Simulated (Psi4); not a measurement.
Psi4 1.11, TPSS/def2-svp: CB(C)[N](C)[GeH3], 18 atoms. The geometry is a generated start, not checked to be a minimum at this level.

```yaml
task: energy
method: tpss
basis: def2-svp
memory: 3 GB
maxiter: 100
keys_of_the_molecule_block: symmetry c1
scf_type: df (default)
e_convergence: 1e-06 (default)
d_convergence: 1e-06 (default)
dft_radial_points: 75 (default)
dft_spherical_points: 302 (default)
basis_functions: 162
grid_points: 380819
```

```xyz
18

Ge    -1.8603    -0.2890    -1.2530
N     -0.6133     0.0697     0.0559
C     -1.2585     0.4259     1.3176
B      0.7854    -0.0224    -0.0100
C      1.5152    -0.3454    -1.3820
C      1.6616     0.2082     1.2976
H     -2.5835     0.9936    -1.5682
H     -2.8592    -1.2389    -0.6509
H     -1.2615    -0.8866    -2.4808
H     -0.7701     1.2889     1.7689
H     -2.3097     0.6778     1.1513
H     -1.2175    -0.4026     2.0303
H      2.4714     0.1701    -1.4601
H      0.9245    -0.0723    -2.2555
H      1.7334    -1.4112    -1.4555
H      1.2853    -0.3491     2.1543
H      1.6557     1.2585     1.5866
H      2.7011    -0.0750     1.1533
```

With the defaults (diis = true, scf_initial_accelerator = adiis, damping_percentage = 0, guess = auto, which took SAD, diis_max_vecs = 10) it converges in 10 SCF iterations. One run each on 2 threads, with these changes:
- diis_max_vecs = 3
- guess = sapgau
- guess = gwh
- damping_percentage = 20
- scf_initial_accelerator = none
- guess = sadno
- scf_initial_accelerator = ediis
- diis = false, scf_initial_accelerator = none, damping_percentage = 60
- guess = core

Which of these changes keep the SCF from converging, or lead it to another solution?

No convergence: diis = false, scf_initial_accelerator = none, damping_percentage = 60 (the run ends without SCF convergence in 100 iterations). The rest reach the solution of the defaults.

```tsv
setting	SCF iterations	end
the defaults	10	same solution
scf_initial_accelerator = none	10	same solution
scf_initial_accelerator = ediis	10	same solution
guess = sadno	10	same solution
guess = sapgau	11	same solution
guess = core	15	same solution
diis_max_vecs = 3	16	same solution
guess = gwh	17	same solution
damping_percentage = 20	22	same solution
diis = false, scf_initial_accelerator = none, damping_percentage = 60	100	no convergence
```

1 further run of the study ended by our limits or in an error and is left out.
